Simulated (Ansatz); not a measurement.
A computed series for ZrC: pressure series

Consider ZrC in the rock salt structure (space group Fm-3m, No. 225; a = 4.6689 Å).

Cell and atoms are relaxed at each pressure.

All numbers come from PBEsol (Ansatz, an electronic-structure program, PAW, no spin-orbit coupling).

```json
[
 {"P (GPa)": "-2.00", "V (Å³/atom)": "12.832"},
 {"P (GPa)": "-1.00", "V (Å³/atom)": "12.777"},
 {"P (GPa)": "0.89", "V (Å³/atom)": "12.675"},
 {"P (GPa)": "2.08", "V (Å³/atom)": "12.612"},
 {"P (GPa)": "4.48", "V (Å³/atom)": "12.491"},
 {"P (GPa)": "9.00", "V (Å³/atom)": "12.278"},
 {"P (GPa)": "15.00", "V (Å³/atom)": "12.021"},
 {"P (GPa)": "22.50", "V (Å³/atom)": "11.732"},
 {"P (GPa)": "30.00", "V (Å³/atom)": "11.473"}
]
```

Task: Fit a third-order Birch–Murnaghan equation of state.

Result: Least squares on P(V) = (3B₀/2)[(V₀/V)^(7/3) − (V₀/V)^(5/3)]·[1 + (3/4)(B₀′ − 4)((V₀/V)^(2/3) − 1)] gives V₀ = 12.72 Å³/atom, B₀ = 236 GPa and B₀′ = 4.0.

Measured bulk modulus of ZrC: 223.1 GPa (temperature not stated; as listed in arXiv:1102.4063); the computed value is for a static lattice, so the two differ by thermal effects too.

Load acts through the strain it causes; cell and atoms are relaxed under it. No phonon test of stability was made. Competing high-pressure phases were not computed. The final runs are not spin-polarised.
